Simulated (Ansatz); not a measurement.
The parent structure is CdSe in the zinc blende structure (space group F-43m, No. 216; a = 6.1332 Å). Axes: x, y, z lie along the cube axes.

Level of theory: r2SCAN, PAW, 500 eV (Ansatz, a program for electronic structure; spin-orbit coupling left out).

For the base:

| Item | Result |
|---|---|
| Valence-band top at Γ | 0.00, 0.00, 0.00 eV |
| Gap character | direct at Γ |
| Pressure | 0.01 GPa |

Perturbation: the cell is compressed by 1.00 % along z with no lateral relaxation; the atoms relax in the strained cell.

Question: What does the calculation give for the valence-band top at Γ after the change?

Answer: The valence-band top at Γ (three highest levels, from the VBM) changes from 0.00, 0.00, 0.00 eV to 0.00, -0.03, -0.03 eV.

Question: Predict the new gap character.

Answer: The gap character remains direct at Γ.

Question: What happens to the pressure?

Answer: The pressure (mean of the normal stresses, compression positive) rises by 0.53 GPa (0.01 GPa → 0.54 GPa).

Question: What happens to the energy relative to the base?

Answer: The energy grows by 0.6 meV/atom.

Whether these cells are dynamically stable was not tested. k-point labels follow each cell's own Brillouin zone.
